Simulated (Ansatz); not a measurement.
End structure of the (11-20) surface of hcp Tl in its 1x1 cell, outermost plane spacing 1.79 Å in the ideal cut:

```yaml
crystal:
  lattice:
    - [5.66739, 0.00000, 0.00000]
    - [0.00000, 6.19894, 0.00000]
    - [0.00000, 0.00000, 27.00000]
  atoms:
    - { symbol: Tl, position: [0.25000, 0.84731, 0.30576] }
    - { symbol: Tl, position: [0.75000, 0.15269, 0.30576] }
    - { symbol: Tl, position: [0.25000, 0.33821, 0.36529] }
    - { symbol: Tl, position: [0.75000, 0.66179, 0.36529] }
    - { symbol: Tl, position: [0.25000, 0.83524, 0.43467] }
    - { symbol: Tl, position: [0.75000, 0.16476, 0.43467] }
    - { symbol: Tl, position: [0.25000, 0.33265, 0.50000] }
    - { symbol: Tl, position: [0.75000, 0.66735, 0.50000] }
    - { symbol: Tl, position: [0.25000, 0.83524, 0.56533] }
    - { symbol: Tl, position: [0.75000, 0.16476, 0.56533] }
    - { symbol: Tl, position: [0.25000, 0.33821, 0.63471] }
    - { symbol: Tl, position: [0.75000, 0.66179, 0.63471] }
    - { symbol: Tl, position: [0.25000, 0.84731, 0.69424] }
    - { symbol: Tl, position: [0.75000, 0.15269, 0.69424] }
```

Model: 14-atom slab, 10.7 Å thick at the start, 7x6x1 mesh, Fermi-Dirac 0.1 eV, dipole correction, single point; on the structure that PBE left under its start's symmetry; no spin, no spin-orbit, no U.

What work function of the top face does r2SCAN, at the PBE geometry run with Ansatz (a quantum-chemistry and plane-wave program) give?

3.61 eV

Give the surface energy (mean of both faces) at the level r2SCAN, at the PBE geometry.

0.38 J/m²
